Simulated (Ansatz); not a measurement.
Sn on the Zn site (Sn_Zn) in zinc-blende ZnS (start: the Zn site; 64-site cell, 2×2×2 shifted sampling). The numbers are results of PBE, PAW (plane waves to 420 eV; Ansatz, an electronic-structure program), not measurements. Total energies of the localised charge states, counted from that of charge +2, and their image corrections (point charge with alignment); the host's valence-band maximum lies at 5.506 eV on the cells' energy zero and its gap is 2.01 eV.

| charge | moment (μB) | E − E(first) (eV) | correction (eV) |
|---|---|---|---|
| +2 | not spin-polarised | 0.000 | 0.991 |
| +1 | 1.0 | 7.011 | 0.321 |
| 0 | not spin-polarised | 13.961 | 0.000 |

Derive the transition levels above the valence-band maximum and say which of them are thermodynamic.

A level is the Fermi energy at which two charges have equal formation energy: ε(q/q′) = [E(q′) + corr(q′) − E(q) − corr(q)] / (q − q′) − E_VBM.
ε(+2/+1) = [(7.011 + 0.321) − (0.000 + 0.991)] / 1 − 5.506 = 0.84 eV
ε(+1/0) = [(13.961 + 0.000) − (7.011 + 0.321)] / 1 − 5.506 = 1.12 eV
Thermodynamic levels at least 0.1 eV inside the gap: (+2/+1) at 0.84 eV; (+1/0) at 1.12 eV. They hold to tenths of an eV in this cell. Charges with a result: +2, +1, 0, −1. Others weren't obtained, and one of them could lie lower, also by skipping a charge. At charge −1 the carrier sat in host band states, shallow at most.
